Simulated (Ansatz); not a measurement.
Carrier properties of MgO (R-3m)

Consider the following.

```
MgO
1.0
    0.00898     2.11116     2.11116
    2.11116     0.00898     2.11116
    2.11116     2.11116     0.00898
Mg O
1 1
Direct
  0.00000   0.00000   0.00000
  0.50000   0.50000   0.50000
```

These are r2SCAN, rigid bands (plane waves, PAW, scalar-relativistic; Ansatz, a first-principles code) values and carry that method's errors. Condition of this run: uniaxial stress along [111] of -2 GPa (compression positive) (the target of the relaxation). Geometry: cell and atoms relaxed with r2SCAN, then loaded as said.

| Property | Value |
|---|---|
| band gap | 5.62 eV |
| electron conductivity mass (300 K, dilute) | 0.37 mₑ |
| hole conductivity mass (300 K, dilute) | 2.2 mₑ |
| effective density of states N_c (300 K) | 5.8e18 cm⁻³ |
| effective density of states N_v (300 K) | 2.1e20 cm⁻³ |
| density-of-states mass, electrons | 0.38 mₑ |
| density-of-states mass, holes | 4.1 mₑ |
| Seebeck coefficient, n-type 1e19 cm⁻³, 300 K | -178 μV/K |
| best n-type power factor at 300 K for τ = 10 fs (best axis; densities from 1e16 to 1e21 cm⁻³ tried, whether or not they can be reached) | 2.5 μW/(cm·K²) at 3e19 cm⁻³ |
| Seebeck coefficient, p-type 1e19 cm⁻³, 300 K | 486 μV/K |

Rigid bands; masses and Seebeck coefficients take one relaxation time τ for all states and one kind of carrier; polarons and phonon drag are left out. Spin-orbit coupling is left out.
